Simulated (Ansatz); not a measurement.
The reference is WSi2 (space group I4/mmm, No. 139; a = 3.2027 Å, c = 7.8185 Å; relaxed with 0.1 eV smearing). Axes: x, y, z lie along a, b, c of the conventional cell.

Structures relaxed with Kohn–Sham DFT with the PBEsol functional, run in Ansatz (an electronic-structure program) with PAW and 420 eV plane waves, no SOC, earlier PAW set.

Base:

Simulated powder pattern, Cu Kα, λ = 1.54184 Å (kinematic, ideal powder, no thermal factors, no anomalous dispersion; the 10 strongest lines at most, above 2 %, up to 2θ = 90°):

```tsv
2θ (°)	I/Imax (%)	hkl
22.75	50	(002)
30.15	100	(101)
39.80	59	(110)
44.84	84	(103)
46.33	33	(112)
57.56	20	(200)
62.70	14	(202)
66.35	23	(211)
75.78	37	(213)
86.09	14	(116)
```

After one change:

Simulated powder pattern, Cu Kα, λ = 1.54184 Å (kinematic, ideal powder, no thermal factors, no anomalous dispersion; the 10 strongest lines at most, above 2 %, up to 2θ = 90°):

```csv
2θ (°),I/Imax (%)
22.76,100
29.77,52
29.89,52
30.35,100
39.04,63
40.35,57
44.50,43
44.74,43
44.99,84
56.78,21
```

Which change produced these results?
A. strain tensor (xx, yy, zz, yz, xz, xy) = (+1.29, −0.68, −0.06, +0.01, −0.27, +1.60) %
B. strain tensor (xx, yy, zz, yz, xz, xy) = (+1.17, +1.44, −2.72, −0.31, −0.55, −1.59) %
C. uniaxial strain ε_zz = +4.45 %

A, strain tensor (xx, yy, zz, yz, xz, xy) = (+1.29, −0.68, −0.06, +0.01, −0.27, +1.60) %. Its volume per atom is 13.43 Å³ against 13.37 Å³, and its space group is P-1 (No. 2).

Whether these cells are dynamically stable was not tested. All final runs are without spin polarisation.
